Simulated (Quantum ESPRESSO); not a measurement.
# A short convergence ladder for NdCuSi (P3m1, 3 atoms in the cell)

```
NdCuSi
1.0
    4.10529     0.00000     0.00000
   -2.05265     3.55529     0.00000
    0.00000     0.00000     4.11554
Nd Si Cu
1 1 1
Cartesian
  2.05265   1.18509   0.05000
  0.00000   2.37019   2.05777
  0.00000   0.00000   2.05777
```
Moments meant for the start (each program seeds them in its own way; μB, in the order of the atoms Nd Si Cu): 3.0 0.0 0.0.

Base method: LDA (PZ), SSSP 1.1.2 efficiency (PBE) pseudopotentials (plane waves; Quantum ESPRESSO).

Base settings: ecutwfc = 50 Ry; ecutrho = 400 Ry; occupations = smearing; smearing = gauss; degauss = 0.0073499 Ry; nspin = 2; input_dft = pz; K_POINTS = automatic 3 3 3 0 0 0; conv_thr = 1e-11 Ry; mixing_beta = 0.4.

The count of work is k-points × plane waves × bands × iterations; it is no time. 

**The plane-wave cutoff**

Moved along: ecutrho.

The second cell is the first with its lattice scaled by 0.98.

The mesh stays at the base's, so the ladder's end is converged at best in this setting alone.

Only quantities that move along the ladder and can be compared are tabulated.

| ecutwfc | free energy less the last step's (meV/atom) | energy of the compressed cell less the first (meV/atom) | pressure (GPa) | largest difference of a force vector from the last step's (eV/Å) | net moment (μB/atom) | count of work / last |
|---|---|---|---|---|---|---|
| 17.5 Ry | 38294.05 | -1146.47 | -1293.55 | 1.186 | 1.163 | 0.28 |
| 22 Ry | 7348.49 | 324.89 | -315.74 | 0.110 | 1.193 | 0.29 |
| 45 Ry | 5.42 | -22.60 | -5.69 | 0.000 | 1.190 | 0.91 |
| 50 Ry | 0.00 | -22.59 | -5.76 | 0.000 | 1.190 | 1.0 |

Coarsest ecutwfc that holds the free energy within 5 meV/atom: not settled: the last two steps still differ by 5.4 meV/atom, over half the tolerance, so the ladder does not show it.

Coarsest ecutwfc that holds the forces within 0.005 eV/Å of the last step, with all finer ones: 45 Ry; the step before is off by 0.11 eV/Å.

Coarsest ecutwfc that holds the net moment within 0.02 μB/atom of the last step, with all finer ones: 22 Ry, at 0.29 of the last step's count of work; the step before is off by 0.027 μB/atom.

At the lowest cutoff the pressure lies 1290 GPa under the last step's, the usual sign of Pulay stress in an incomplete plane-wave basis.

On the base run: the starting cell comes from a database of computed structures (which also holds hypothetical and non-ambient phases and stackings), without a prior relaxation at this level. Its lattice was rescaled by up to half a per cent. One atom was moved a little off its site on purpose. With one magnetic atom in the cell only a parallel order is possible. With U or open f shells several self-consistent states can exist. The f electrons are in the valence without U or exact exchange, which can misplace them near the Fermi level. Spin-orbit terms, which matter for f shells, are left out. In the base run, with a pressure of about -6 GPa the cell is away from its equilibrium volume at this level. Without a gap this mesh is coarse (it stands for a supercell whose shortest vector is 12 Å).
